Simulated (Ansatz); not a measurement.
BP: energy against strain

BP (zinc blende, F-43m, 11.671 Å³/atom at rest) under an equal strain ε in the (111) plane with the normal axis free, as in a coherent film. r2SCAN in Ansatz, a plane-wave DFT program (PAW, default set), 500 eV, 12×12×12 Γ-centred mesh, Fermi-Dirac smearing 0.05 eV; ions are relaxed within the symmetry of each cell.

Here s stands for strain and y for E less E0.

```
strain (%)  E less E0 (meV/atom)
----------  --------------------
-2.50                          ?
-1.25                       5.43
-0.83                       2.37
-0.42                       0.60
0.00                        0.00
0.42                        0.59
0.83                        2.29
1.25                        5.14
```

Question: Using a parabola, estimate the missing y at s = -2.50 from the other rows, showing the fit.

Answer: Least squares gives y = -0.001 - 0.0892·s + 3.3831·s². Residuals (row less fit): 0.033, -0.034, -0.033, 0.001, 0.032, 0.034, -0.034; standard error 0.041 (degrees of freedom: 4). Twice the quadratic coefficient over the volume, 2 × 3.3831 meV × 10⁴ × 0.1602 / 11.671 Å³, is twice the biaxial elastic modulus of this plane = 929 ± 7 GPa. At the withheld row, y = -0.001 - 0.0892 × (-2.50) + 3.3831 × (-2.50)² = 21.366 meV/atom. The calculation gives 22.35 meV/atom, 0.984 meV/atom above the prediction (4.4 % of the range of y in the table). The row lies outside the fitted rows, so this is an extrapolation. From the scatter of the fitted rows alone, a prediction at this place has a standard error of 0.156 meV/atom, so the miss is 6.3 times that.

One order more, fitted to all 13 runs of the series, follows each within 0.01, so the miss is the next term of a smooth law. Rows are the converged runs of the series near zero and its far end; series whose fitted rows scatter by over a few per cent of the range, as at a crossing or softening among them, aren't shown in this form. Most that stay on the fit to the last digits aren't either.
